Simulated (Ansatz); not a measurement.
Consider the following.

```
BN
1.0
    2.49188     0.00000     0.00000
   -1.24594     2.15803     0.00000
    0.00000     0.00000     5.91413
B N
2 2
Direct
  0.33333   0.66667   0.25000
  0.66667   0.33333   0.75000
  0.33333   0.66667   0.75000
  0.66667   0.33333   0.25000
```

No spin polarisation.

A single point on BN with a change (pressure 4.2 GPa), its geometry relaxed with PBEsol-D3(BJ).

Calculations: r2SCAN/PAW in Ansatz (a first-principles code), spin-orbit coupling left out, earlier PAW set. Γ-centred 15×15×5 mesh, Fermi–Dirac width 0.05 eV.

Q: Estimate the band gap.

A: 4.66 eV.

Q: Estimate the smallest direct gap.

A: 4.96 eV.

Q: Estimate the gap character.

A: Indirect, K–Γ (17 % along) → L–M (83 % along).

Q: What is the computed width of the top valence band?

A: 3.56 eV.

Single points use the geometry relaxed with PBEsol-D3(BJ). Load acts through the strain it causes; cell and atoms are relaxed under it. Whether these cells are dynamically stable was not tested. The cell was made from BN in the h-BN type structure (space group P6_3/mmc, No. 194; layered, stacked along the Cartesian z axis) by this change: pressure 4.2 GPa.
